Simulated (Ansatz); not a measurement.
# InPd: response to strain

Base system: InPd in the CsCl type structure (space group Pm-3m, No. 221; relaxed with 0.1 eV smearing).

```xyz
2
Lattice="3.2480 0.0000 0.0000 0.0000 3.2480 0.0000 0.0000 0.0000 3.2480" Properties=species:S:1:pos:R:3 pbc="T T T"
In     1.6240     1.6240     1.6240
Pd     0.0000     0.0000     0.0000
```

Cartesian axes are those of the cell as printed.

Strains are applied to the cell and any free atomic positions relax.

Calculations: Ansatz (a quantum-chemistry and plane-wave program), PBEsol, PAW, cutoff 420 eV, no spin-orbit coupling.

Notes on the quantities. pressure: mean of the normal stresses, compression positive.

```json
[
 {"case": "base", "pressure": "0.0 GPa", "volume per atom": "17.13 Å³"},
 {"case": "uniaxial strain ε_zz = −3.00 %", "pressure": "4.5 GPa", "volume per atom": "16.62 Å³"},
 {"case": "uniaxial strain ε_zz = −2.50 %", "pressure": "3.7 GPa", "volume per atom": "16.70 Å³"},
 {"case": "uniaxial strain ε_zz = −2.00 %", "pressure": "2.9 GPa", "volume per atom": "16.79 Å³"},
 {"case": "uniaxial strain ε_zz = −1.50 %", "pressure": "2.1 GPa", "volume per atom": "16.88 Å³"},
 {"case": "uniaxial strain ε_zz = −1.00 %", "pressure": "1.4 GPa", "volume per atom": "16.96 Å³"},
 {"case": "uniaxial strain ε_zz = +0.50 %", "pressure": "-0.7 GPa", "volume per atom": "17.22 Å³"},
 {"case": "uniaxial strain ε_zz = +1.00 %", "pressure": "-1.3 GPa", "volume per atom": "17.30 Å³"},
 {"case": "uniaxial strain ε_zz = +2.50 %", "pressure": "-3.1 GPa", "volume per atom": "17.56 Å³"},
 {"case": "uniaxial strain ε_zz = +3.00 %", "pressure": "-3.7 GPa", "volume per atom": "17.65 Å³"}
]
```

Stability against distortions was not tested. The final runs are not spin-polarised.
